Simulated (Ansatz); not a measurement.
A (8,0) BAs nanotube has 32 atoms in a period of 5.840 Å, a mean diameter of 8.72 Å, and lies 53 meV/atom over the flat sheet relaxed at the same level.

Level of theory: PBE (plane waves to 420 eV, PAW; Ansatz, a quantum-chemistry and plane-wave program). Mesh 1×1×6. No spin polarisation. Isolated but for its images some 11 Å away. A hypothetical model, rolled from the flat sheet. It keeps the symmetry and period of its start, so it need not be a minimum against all distortions. Values not marked SOC lack spin–orbit coupling.

Which bending rigidity of the sheet does this imply in the thin-plate picture?

A plate bent to radius R stores D/(2R²) an area. The area an atom is π × 8.72 × 5.840/32 = 5.00 Å², so the stored energy is 0.053/5.00 = 0.0106 eV/Å². With R = 4.360 Å, D = 2R² × 0.0106 = 0.40 eV.
